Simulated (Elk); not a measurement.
Worked example: self-consistent single point of Ir (Fm-3m, 1 atom in the cell) in Elk.

Method of the run: PBE, all-electron FP-LAPW, Elk's shipped species files, APW+lo basis with extra local orbitals (Elk 10.2.4).

```
Ir
1.0
    0.00000     1.91040     1.91040
    1.91040     0.00000     1.91040
    1.91040     1.91040     0.00000
Ir
1
Cartesian
  0.00000   0.00000   0.00000
```

Reference input (self-consistent single point, DFT, PBE, all-electron FP-LAPW, Elk's shipped species files, APW+lo basis with extra local orbitals): xctype = 20; rgkmax = 8; swidth = 0.00367493 Ha; ngridk = 9 9 9; gmaxvr = 16 1/bohr; nxlo = 2; lorbcnd = true; rmtscf = 0.86; lmaxi = 2; maxscl = 100. This run's input differs from it in these lines:

```diff
@@ -11,2 +11,5 @@
   16.0
+
+lmaxapw
+  12
```

Output (repeated stretches shortened):

```
│ Self-consistent loop started │
│ Loop number : 1 │
 total energy                :     -17863.4974619
│ Loop number : 2 │
 total energy                :     -17863.6599898
RMS change in Kohn-Sham potential (target) :   0.1544262844     (  0.1000000000E-05)
Absolute change in total energy (target)   :   0.1625279146     (  0.1000000000E-03)
│ Loop number : 3 │
 total energy                :     -17863.6608701
RMS change in Kohn-Sham potential (target) :   0.1516092716     (  0.1000000000E-05)
Absolute change in total energy (target)   :   0.4151231116E-01 (  0.1000000000E-03)
│ Loop number : 4 │
   [... lines left out ...]
Absolute change in total energy (target)   :   0.1683253133E-02 (  0.1000000000E-03)
│ Loop number : 13 │
 total energy                :     -17858.2587363
RMS change in Kohn-Sham potential (target) :   0.2672027478E-06 (  0.1000000000E-05)
Absolute change in total energy (target)   :   0.4184829013E-03 (  0.1000000000E-03)
│ Loop number : 14 │
 total energy                :     -17858.2587451
RMS change in Kohn-Sham potential (target) :   0.5889425559E-07 (  0.1000000000E-05)
Absolute change in total energy (target)   :   0.9582307757E-04 (  0.1000000000E-03)
Convergence targets achieved

│ Loop number : 15 │

Energies :
 Fermi                       :     0.577713405259
 total energy                :     -17858.2587443

Density of states at Fermi energy :    14.70027645
 (states/Hartree/unit cell)

Estimated indirect band gap :   0.6743940738E-02
 from k-point      4 to k-point     33
Estimated direct band gap   :   0.2727616626E-01
 at k-point      8

Charges :
 core                        :    48.00000000
 valence                     :    29.00000000
 interstitial                :    1.800944984
 muffin-tins (core leakage)
  species :    1 (Ir)
   atom    1                 :    75.19905502     (  0.1780715197E-02)
 total in muffin-tins        :    75.19905502
 total calculated charge     :    76.99418890
 total charge                :    77.00000000
 error                       :   0.5811104513E-02

│ Self-consistent loop stopped │
```

The run converged in 15 iterations. The count includes the last loop, which Elk runs after its targets are met. Against the reference run the free energy rises by 17.8 meV/atom.

The starting cell has typed, rounded lattice constants, without a prior relaxation at this level. Its lattice was rescaled by up to half a per cent. Spin-orbit coupling is off. Spin polarisation is off. Values depend on the basis (sphere radii, cutoffs, local orbitals), which need not be converged. The log's line on a gap gives a spacing of levels on this mesh, which the program prints for metals too.
